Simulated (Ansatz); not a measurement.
The slab is Si(111) 1x1 surface, 6 top atoms, 3 bilayers, bottom bilayer H-capped and fixed, every top atom capped by H; cell 11.5 x 6.6 Å; two neighbouring H replaced by OH; about 7 Å thick over the host's atoms, 18 atoms held. The numbers are results of PBE-D3(BJ) (plane waves to 420 eV, PAW; Ansatz, a program for electronic structure), not measurements. Sampling: 1x2x1 k points. The slab states were run without spin polarisation. Results hold for this slab, coverage and mesh. Energies are static: no zero-point or thermal part. Each state was relaxed from one prepared geometry.

One H2O a cell is brought to the surface left by an earlier step (GeCl4 exchanges a ligand with a surface O-H group and HCl forms), after HCl has left. Relaxed result near the molecule:

| atom | x (Å) | y (Å) | z (Å) |
|---|---|---|---|
| H(44) | 7.710 | 0.070 | 11.007 |
| H(45) | 9.643 | 3.307 | 11.014 |
| O(46) | 5.351 | 3.419 | 11.133 |
| H(49) | 2.741 | 3.527 | 11.654 |
| Ge(a0) | 5.906 | 3.272 | 12.788 |
| Cl(a2) | 7.729 | 4.369 | 13.049 |
| Cl(a3) | 6.161 | 1.197 | 13.266 |
| Cl(a4) | 4.285 | 4.119 | 13.897 |
| O(b0) | 6.793 | 3.109 | 16.008 |
| H(b1) | 7.745 | 3.077 | 15.823 |
| H(b2) | 6.559 | 2.186 | 16.193 |

Task: What is the adsorption energy against the free H2O and the slab before, and how much of it is dispersion?

Result: -0.13 eV (negative: bound); the D3 term gives -0.09 eV of it. Its closest contacts to the rest of the cell: H(b1)...Cl(a2) 3.06 Å, H(b2)...Cl(a3) 3.11 Å, O(b0)...Ge(a0) 3.34 Å.
